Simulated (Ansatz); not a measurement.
The reference is Rh in the fcc (Cu type) structure (space group Fm-3m, No. 225; a = 3.755 Å; relaxed with 0.1 eV smearing). Axes: x, y, z lie along the cube axes.

Method: LDA/PAW in Ansatz (an electronic-structure program), scalar-relativistic without spin-orbit coupling.

Now apply this change: uniaxial strain ε_zz = +2.50 %, all other strain components held at zero, atoms relaxed at fixed cell.

Q: Predict the stress tensor and what it implies for the stiffness.

A: Stress of the strained cell less that of the base (GPa, compression positive):
```
   -5.1     0.0     0.0
    0.0    -5.1     0.0
    0.0     0.0   -11.5
```

Then −Δσ_ii/ε with ε = 0.0250 gives secant stiffness values (nonlinear terms included at this strain): C33 ≈ 458 GPa, C13 ≈ 203 GPa and C23 ≈ 203 GPa.

As a check, the harmonic strain energy −½ V₀ Δσ:ε is 12 meV/atom; the computed energy rise is 12 meV/atom.

Stability against distortions was not tested. The final runs are not spin-polarised. Rh lies near a magnetic instability that expansion can trigger; it was not tested.
